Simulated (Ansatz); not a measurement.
DyCu₂ (Imma, No. 74; cell taken from a computed entry)

All values below come from LDA (PAW; Ansatz, a quantum-chemistry and plane-wave program).

Numerical settings: plane-wave cutoff 500 eV, 16×16×16 k mesh, Fermi–Dirac smearing 0.1 eV, spin-polarised start, scalar-relativistic PAW data made under PBE.

Cell (relaxed at this level):

```
CELL_PARAMETERS angstrom
     -2.09701     3.28222     3.54945
      2.09701    -3.28222     3.54945
      2.09701     3.28222    -3.54945
ATOMIC_POSITIONS crystal
  Dy 0.20372 0.45372 0.75000
  Dy 0.79628 0.54628 0.25000
  Cu 0.39185 0.83590 0.55595
  Cu 0.60815 0.16410 0.44405
  Cu 0.77995 0.83590 0.94405
  Cu 0.22005 0.16410 0.05595
```

```
Property  Value
--------  -----
band gap   none
```

Note: the magnetic order was assumed, not searched for or taken from measurement; the relaxation could not lower the start's symmetry, so the cell can be a saddle point above a distorted one; the 4f shell is treated without U or exact exchange, so its levels and filling can be wrong.

Spin–orbit coupling is not included.

The computed numbers hold no vibrational or temperature effects.

It cost around 2.2 core-hours (rough) of CPU time.
